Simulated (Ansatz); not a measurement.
Results of G0W0@PBEsol+SOC (Ansatz, a quantum-chemistry and plane-wave program, plane waves, hard PAW, contour deformation, complete-basis limit, spin–orbit shift from PBEsol) for LiBr (model structure, Pm-3m, No. 221, 2 atoms in the cell).

Run with largest k mesh 8×8×8 (not extrapolated in the mesh).

Cell (relaxed with PBEsol):

```
LiBr
1.0
    3.46490     0.00000     0.00000
    0.00000     3.46490     0.00000
    0.00000     0.00000     3.46490
Li Br
1 1
Cartesian
  0.00000   0.00000   0.00000
  1.73245   1.73245   1.73245
```

Task: Predict the band gap.

Result: 
band gap: 5.13 eV

Note: spin–orbit coupling enters as the shift of the gap found with a semilocal functional; the relaxation could raise the start's symmetry but not lower it, so the cell can be a saddle point.

It cost about 60 core-minutes (a rough figure) of CPU time.

A model structure was made by putting elements into a prototype or built by hand; it is no filed structure, need not be a known phase, and can be a saddle point held by its symmetry.
